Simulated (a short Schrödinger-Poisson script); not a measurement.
Stack: symmetric double-gate stack, SiO2 on p-type Si(100), at 300 K.

```
layer  material  thickness (nm)  Na (cm⁻³)
-----  --------  --------------  ---------
1          SiO2               1          -
2            Si               2       1e18
3          SiO2               1          -
```

Constants are typed, rounded textbook-type inputs, not results; the design itself was drawn at random and stands for no fabricated device. SiO2: permittivity 3.9, conduction-band edge (eV) 3.15, gap (eV) 9, electron mass (mₑ) 0.5. Si: permittivity 11.7, conduction-band edge (eV) 0, gap (eV) 1.124, Nv at 300 K (cm⁻³) 3.1e19.

Channel valleys (confinement mass, in-plane density-of-states mass, number): Δ2 0.916, 0.19, 2; Δ4 0.19, 0.417, 4. At the gates, both at one voltage, the conduction-band edge of layer 1 lies 3.5 eV − eVg above the Fermi level of the channel. Gaps are held at their typed values at every temperature. Mesh 0.03 nm at interfaces.

Solved with a short Schrödinger-Poisson script written for these runs: 1D Poisson equation in equilibrium, electrons quantum, Hartree (BenDaniel-Duke, 12 states a valley, the channel's in-plane mass for all, wave functions ending at the dielectric), parabolic valleys, classical holes, full ionisation, no traps, pinning or gate leakage.

The same stack at other levels of the model or other numerical settings:

| run | sheet density of all electrons at Vg = 1.05 V (cm⁻²) | sheet density of all electrons at Vg = 0.45 V (cm⁻²) | capacitance of both gates at Vg = 1.05 V (μF/cm²) | gate voltage at 1e11 electrons/cm² (V) | rough cost against the base |
|---|---|---|---|---|---|
| base | 1.74e13 | 9.59e11 | 4.71 | 0.37 | about 1 |
| electrons treated as classical, Boltzmann | 2.64e13 | 4.01e12 | 6.38 | 0.26 | 0.1 |
| electrons treated as classical, Fermi-Dirac | 2.43e13 | 3.80e12 | 5.76 | 0.26 | 0.2 |
| mesh six times as coarse | 1.74e13 | 9.66e11 | 4.71 | 0.37 | about 1 |
| one subband a valley | 1.74e13 | 9.59e11 | 4.71 | 0.37 | about 1 |

The classical rows ignore confinement, and Boltzmann statistics overrate the density once the band edge passes the Fermi level.
